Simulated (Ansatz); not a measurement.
The parent structure is Al in the fcc (Cu type) structure (space group Fm-3m, No. 225; a = 3.9924 Å; relaxed with 0.1 eV smearing). Axes: x, y, z lie along the cube axes.

Level of theory: plane-wave PAW DFT at the r2SCAN level (Ansatz, a quantum-chemistry and plane-wave program, 500 eV), no spin-orbit coupling, earlier PAW set.

Strains are applied to the cell and any free atomic positions relax; under stress the whole cell relaxes.

One change was made to it. Results:

The energy rises by 1.9 meV/atom; the shortest interatomic distance falls by 0.018 Å (2.823 Å → 2.805 Å).

Task: What was done to the base?
A. uniaxial stress, 2 GPa compression along x
B. isotropic strain +5.94 %
C. isotropic strain −1.09 %

Result: A, uniaxial stress, 2 GPa compression along x. For comparison, the energy relative to the base in the other runs: isotropic strain +5.94 % gives +118 meV/atom; isotropic strain −1.09 % gives +5.1 meV/atom.

Stability under load was not tested beyond the relaxation.
